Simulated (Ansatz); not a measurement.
## O on the 1x1 (10-10) surface of wurtzite GaN (cut with top plane Ga + N), one in a 2x1 cell, started at the site 'top N'

Host crystal: wurtzite GaN, with a band gap (PBE, scalar-relativistic without spin-orbit coupling).

Computed with PBE (plane waves to 420 eV, PAW; Ansatz, a quantum-chemistry and plane-wave program).

Model: 33-atom slab, 9.3 Å thick at the start under the adsorbate (thin: gaps and levels are the slab's own), 3x4x1 mesh, Fermi-Dirac 0.01 eV, dipole correction, 16 atoms held, the rest relaxed; start symmetry kept, larger cells not searched; spin-polarised, no spin-orbit, no U, no dispersion correction. The starting moment vanished. At the end it is bonded to Ga + N. In PBE it is, or lies within 0.03 eV of, the lowest of the starts that converged.

```
Quantity                                                                                                                                                 Value
---------------------------------------------------------------------------------------------  ---------------------------------------------------------------
energy of the end state, in which the adsorbate paired with a surface N atom, against ½ O2(g)                                                         -0.34 eV
change of the step from the bottom to the top vacuum level, against the clean slab                                                                     0.95 eV
energy released by relaxation                                                                                                                          1.32 eV
height of the binding atom over the mean of the host atoms within 0.3 Å of the top one                                                                 1.314 Å
magnetic moment of the cell                                                                                                                            0.00 μB
largest move of a host atom                                                                                                                             0.26 Å
note                                                                                           in the relaxation the adsorbate left its starting site by 0.7 Å
cost                                                                                                                                   roughly 28 core-minutes
```

A negative adsorption energy means that the adsorbate is more stable on the surface than in its reference.
